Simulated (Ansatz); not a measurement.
Consider a 16-atom cell of Zr(N,C) started in the rock salt structure, site fractions N 0.250, C 0.750, short-range order -0.11 in the first shell of the mixed sites (0 is random, a negative value favours unlike neighbours), space group Cmmm at the end, an ordered arrangement that its symmetry holds. Its start:

```xyz
16
Lattice="-0.0006 4.6985 4.6981 4.6975 0.0000 4.6975 4.6981 4.6985 -0.0006" Properties=species:S:1:pos:R:3 pbc="T T T"
Zr     0.0000     0.0078     0.0000
Zr     2.3587     2.3493    -0.0100
Zr     2.3487     0.0078     2.3487
Zr     4.7075     2.3493     2.3387
Zr    -0.0100     2.3493     2.3587
Zr     2.3487     4.6907     2.3487
Zr     2.3387     2.3493     4.7075
Zr     4.6975     4.6907     4.6975
N      2.3487     2.3493     2.3487
C      4.6978     4.6985     2.3484
N      4.6975     2.3493     4.6975
C      7.0465     4.6985     4.6972
C      2.3484     4.6985     4.6978
C      4.6975     7.0478     4.6975
C      4.6972     4.6985     7.0465
C      7.0462     7.0478     7.0462
```

The mixing enthalpy is taken against the end members in the rock salt type, relaxed in the same cell and mesh.

Method: PBE (plane waves to 420 eV, PAW; Ansatz, a program for electronic structure). Spin–orbit coupling is left out. Its k-point mesh 5×5×5, Fermi–Dirac width 0.05 eV.

```json
[
 {"end member": "ZrN", "weight": "0.250", "volume per atom (Å³)": "12.13"},
 {"end member": "ZrC", "weight": "0.750", "volume per atom (Å³)": "13.05"}
]
```

**Question.** Predict the alloy's volume, bond lengths and mixing enthalpy.

**Answer.** volume per atom: 12.83 Å³
C–Zr bonds: 2.339 Å on average, from 2.334 to 2.342 (36)
N–Zr bonds: 2.347 Å on average, from 2.341 to 2.349 (12)
mixing enthalpy per site of the mixed sublattice: -80 meV
departure of the mean lattice parameter from Vegard's line: under 0.15 %, inside the noise of the relaxations
